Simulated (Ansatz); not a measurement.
**A computed series for TiSi2: pressure series**

Take TiSi$_{2}$ (space group Fddd, No. 70; a = 4.806 Å, b = 8.265 Å, c = 8.565 Å) as the base.

Cell and atoms are relaxed at each pressure.

The values are results of PBE (Ansatz, an electronic-structure program), spin-orbit coupling left out, earlier PAW set, not measurements.

Notes on the quantities. enthalpy: H = E + PV relative to the base's energy.

| variant | shortest interatomic distance | enthalpy | density |
|---|---|---|---|
| base | 4.789 bohr | – | 4.06 g/cm³ |
| pressure 3 GPa | 4.762 bohr | +0.26 eV/atom | 4.15 g/cm³ |
| pressure 7 GPa | 4.729 bohr | +0.61 eV/atom | 4.25 g/cm³ |
| pressure 15 GPa | 4.672 bohr | +1.27 eV/atom | 4.44 g/cm³ |
| pressure 30 GPa | 4.585 bohr | +2.44 eV/atom | 4.74 g/cm³ |
| pressure 50 GPa | 4.495 bohr | +3.91 eV/atom | 5.07 g/cm³ |
| pressure 75 GPa | 4.405 bohr | +5.62 eV/atom | 5.43 g/cm³ |

Load acts through the strain it causes; cell and atoms are relaxed under it. Whether these cells are dynamically stable was not tested. No other phases were tried under pressure. The final runs are not spin-polarised.
